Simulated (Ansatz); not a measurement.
Data:

```
CELL_PARAMETERS angstrom
      0.00000     2.96966     2.93996
      2.96966     0.00000     2.93996
      2.96966     2.96966     0.00000
ATOMIC_POSITIONS crystal
  Cu 0.00000 0.00000 0.00000
  I  0.25000 0.25000 0.25000
```

No spin polarisation.

Level of theory: Ansatz (a quantum-chemistry and plane-wave program) PBEsol, without spin-orbit coupling. k-mesh 10×10×10 (Γ-centred); smearing 0.05 eV (Fermi–Dirac).

Q: What stress (xx, yy, zz, yz, xz, xy; compression positive) does the calculation give?

A: (0.44, 0.44, 0.63, 0.00, 0.00, 0.00) GPa.

Q: Estimate the gap character.

A: Direct at Γ.

With I present, leaving out spin-orbit coupling can change the band edges. The cells carry an imposed strain or load. Whether these cells are dynamically stable was not tested. The final runs are not spin-polarised. The cell was made from CuI in the zinc blende structure (space group F-43m, No. 216) by this change: uniaxial strain ε_zz = −1.00 %.
